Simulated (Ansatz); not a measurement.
Where the default PAW files enter, the runs use the earlier of Ansatz's two default sets.

Data:

```yaml
crystal:
  lattice:
    - [3.04757, 0.00000, 0.00000]
    - [0.00000, 5.81741, 0.00000]
    - [1.52378, -1.46094, 5.96390]
  atoms:
    - { symbol: Ga, position: [0.65884, 0.68527, 0.68232] }
    - { symbol: Ga, position: [0.34116, 0.31473, 0.31768] }
    - { symbol: Ga, position: [0.09047, 0.20521, 0.81906] }
    - { symbol: Ga, position: [0.90953, 0.79479, 0.18094] }
    - { symbol: O, position: [0.49647, 0.74334, 0.00706] }
    - { symbol: O, position: [0.50353, 0.25666, 0.99294] }
    - { symbol: O, position: [0.17337, 0.43677, 0.65326] }
    - { symbol: O, position: [0.82663, 0.56323, 0.34674] }
    - { symbol: O, position: [0.83550, 0.10915, 0.32900] }
    - { symbol: O, position: [0.16450, 0.89085, 0.67100] }
```

Space group of this cell: C2/m. The cell is taken as given; by r2SCAN its mean pressure is -1.5 GPa.

All values below come from r2SCAN (plane waves, PAW; Ansatz, a program for electronic structure).

The current runs along the normal of the first two printed vectors; no spin-orbit coupling. Scaled by the factor s: the length along the current (ions clamped). Meshes 10×6×10 and 10×6 across the current in all rows.

| s | mean pressure (GPa) | band gap (eV) |
|---|---|---|
| 0.97 | 5.0 | 3.23 |
| 1.00 | -1.5 | 2.96 |
| 1.03 | -6.8 | ? |

Question: Take the slope of the band gap against ln s from the two given rows, extrapolate to s = 1.03, and say what the run there gives.

Answer: Slope = (3.23 − 2.96) / ln 0.97 = -8.86 eV. The line gives 2.96 + (-8.86) × ln 1.03 = 2.70 eV. The run gives 2.63 eV, 0.07 eV under the line, 26 % of the predicted step.
